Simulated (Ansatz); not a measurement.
The starting structures come from a database of crystals and need not be the phases stable at ambient conditions.

Tunnelling through a barrier is set by its complex band structure: the current falls as exp(−2κd) with the smallest κ.

Given:

```
LaSe2
1.0
    4.28137     0.00000     0.00000
    0.00000     8.62444     0.00000
    0.00000    -0.02959     8.54918
La Se
4 8
Direct
  0.22060   0.72329   0.87272
  0.77940   0.27671   0.12728
  0.72060   0.27671   0.62728
  0.27940   0.72329   0.37272
  0.67408   0.99751   0.88410
  0.32592   0.00249   0.11590
  0.17408   0.00249   0.61590
  0.82592   0.99751   0.38410
  0.75882   0.63403   0.12574
  0.24118   0.36597   0.87426
  0.25882   0.36597   0.37426
  0.74118   0.63403   0.62574
```

Space group of this cell: P2_1/c. The cell is taken as given.

Transport runs along the normal of the first two printed cell vectors.

The gap is the functional's own, uncorrected, and κ follows it; spin-orbit coupling is left out. Mid-gap values are interpolated between the computed energies.

**Question.** Give the band gap and the smallest decay constant κ at mid-gap that r2SCAN (Ansatz, a first-principles code) yields.

**Answer.** Gap 0.51 eV on a 8×4×4 mesh; κ = 0.081 1/Å, at (0.500, 0.000) of the in-plane reciprocal vectors. At the zone centre, at the nearest computed energy, the slowest state has κ = 0.14 1/Å.
